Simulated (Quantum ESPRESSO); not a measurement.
Input and output of a self-consistent single point for FeAl (P4mm, 2 atoms in the cell) (Quantum ESPRESSO).

Method: LDA (PZ), PSlibrary PAW (LDA) pseudopotentials (plane waves; Quantum ESPRESSO).

```
CELL_PARAMETERS angstrom
      2.91873     0.00000     0.00000
      0.00000     2.91873     0.00000
      0.00000     0.00000     2.91873
ATOMIC_POSITIONS crystal
  Al 0.50000 0.50000 0.51713
  Fe 0.00000 0.00000 0.00000
```

Reference input (self-consistent single point, DFT, LDA (PZ), plane waves, PSlibrary PAW (LDA) pseudopotentials): ecutwfc = 55 Ry; ecutrho = 330 Ry; occupations = smearing; smearing = fermi-dirac; degauss = 0.0073499 Ry; potentials = {Al: Al.pz-n-kjpaw_psl.1.0.0.UPF, Fe: Fe.pz-n-kjpaw_psl.1.0.0.UPF}; K_POINTS = automatic 9 9 9 0 0 0; conv_thr = 1e-10 Ry; mixing_beta = 0.4. This run's input differs from it in these lines:

```diff
@@ -16,3 +16,3 @@
   smearing = 'fermi-dirac',
-  degauss = 0.0073499,
+  degauss = 0.00147,
 /
@@ -29,3 +29,3 @@
 K_POINTS {automatic}
-9 9 9  0 0 0
+15 15 15  0 0 0
 CELL_PARAMETERS {bohr}
```

The program printed (abridged):

```
     Self-consistent Calculation

     iteration #  1     ecut=    55.00 Ry     beta= 0.40

     Threshold (ethr) on eigenvalues was too large:
     Diagonalizing with lowered threshold

     total energy              =    -174.91156449 Ry
     estimated scf accuracy    <       0.05836647 Ry

     iteration #  2     ecut=    55.00 Ry     beta= 0.40

     total energy              =    -174.91041556 Ry
     estimated scf accuracy    <       0.11263217 Ry

     iteration #  3     ecut=    55.00 Ry     beta= 0.40

     total energy              =    -174.92345293 Ry
     estimated scf accuracy    <       0.00676970 Ry

   [... 5 blocks of this kind left out ...]

     iteration #  9     ecut=    55.00 Ry     beta= 0.40

     total energy              =    -174.92449205 Ry
     estimated scf accuracy    <          3.7E-09 Ry

     iteration # 10     ecut=    55.00 Ry     beta= 0.40
     End of self-consistent calculation

     Number of k-points >= 100: set verbosity='high' to print the bands.

     the Fermi energy is    10.4173 ev

!    total energy              =    -174.92449205 Ry
     estimated scf accuracy    <          4.5E-11 Ry
     smearing contrib. (-TS)   =      -0.00028578 Ry
     internal energy E=F+TS    =    -174.92420627 Ry

     convergence has been achieved in  10 iterations

     Forces acting on atoms (cartesian axes, Ry/au):

     atom    1 type  1   force =     0.00000000    0.00000000   -0.01197837
     atom    2 type  2   force =     0.00000000    0.00000000    0.01197837

     Total force =     0.016940     Total SCF correction =     0.000006

          total   stress  (Ry/bohr**3)                   (kbar)     P=     -182.17
  -0.00123556   0.00000000   0.00000000         -181.76        0.00        0.00
   0.00000000  -0.00123556   0.00000000            0.00     -181.76        0.00
   0.00000000   0.00000000  -0.00124402            0.00        0.00     -183.00

   JOB DONE.
```

The run converged in 10 iterations. Against the reference run the free energy rises by 26.8 meV/atom, the pressure goes from -17.93 to -18.22 GPa and the largest force hardly changes (0.306 to 0.308 eV/Å).

The starting cell has typed, rounded lattice constants, without a prior relaxation at this level. Its lattice was rescaled by up to half a per cent. One atom was moved a little off its site on purpose. Spin polarisation is off. With a pressure of about -18 GPa the cell is away from its equilibrium volume at this level.

Cost on one core of a shared machine: roughly 2 min.
